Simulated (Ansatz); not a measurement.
Density of states of GaP (F-43m) below the valence band maximum, Ansatz (a first-principles code) with HSE06 with spin-orbit coupling, rigid bands; cell volume 40.2 Å³.

```json
[
 {"energy from edge (eV)": "0.006", "10⁻³ states/eV/cell": "12.6"},
 {"energy from edge (eV)": "0.031", "10⁻³ states/eV/cell": "37.4"},
 {"energy from edge (eV)": "0.056", "10⁻³ states/eV/cell": "64.5"},
 {"energy from edge (eV)": "0.081", "10⁻³ states/eV/cell": "91.7"},
 {"energy from edge (eV)": "0.106", "10⁻³ states/eV/cell": "119"},
 {"energy from edge (eV)": "0.131", "10⁻³ states/eV/cell": "140"},
 {"energy from edge (eV)": "0.156", "10⁻³ states/eV/cell": "158"},
 {"energy from edge (eV)": "0.181", "10⁻³ states/eV/cell": "175"},
 {"energy from edge (eV)": "0.206", "10⁻³ states/eV/cell": "191"},
 {"energy from edge (eV)": "0.231", "10⁻³ states/eV/cell": "207"},
 {"energy from edge (eV)": "0.256", "10⁻³ states/eV/cell": "221"},
 {"energy from edge (eV)": "0.281", "10⁻³ states/eV/cell": "235"},
 {"energy from edge (eV)": "0.319", "10⁻³ states/eV/cell": "256"},
 {"energy from edge (eV)": "0.344", "10⁻³ states/eV/cell": "269"},
 {"energy from edge (eV)": "0.369", "10⁻³ states/eV/cell": "283"},
 {"energy from edge (eV)": "0.394", "10⁻³ states/eV/cell": "296"},
 {"energy from edge (eV)": "0.419", "10⁻³ states/eV/cell": "310"},
 {"energy from edge (eV)": "0.444", "10⁻³ states/eV/cell": "323"},
 {"energy from edge (eV)": "0.469", "10⁻³ states/eV/cell": "337"},
 {"energy from edge (eV)": "0.494", "10⁻³ states/eV/cell": "350"},
 {"energy from edge (eV)": "0.519", "10⁻³ states/eV/cell": "364"},
 {"energy from edge (eV)": "0.544", "10⁻³ states/eV/cell": "378"},
 {"energy from edge (eV)": "0.569", "10⁻³ states/eV/cell": "391"},
 {"energy from edge (eV)": "0.594", "10⁻³ states/eV/cell": "406"}
]
```

Q: What effective density of states at 300 K does this give (∫ g(E) exp(−E/k_BT) dE, both spins, divided by the cell's size)?

A: 2.1e19 cm⁻³, a density-of-states mass of 0.89 mₑ, valleys and band degeneracy included.

Geometry: cell and atoms relaxed with PBEsol.
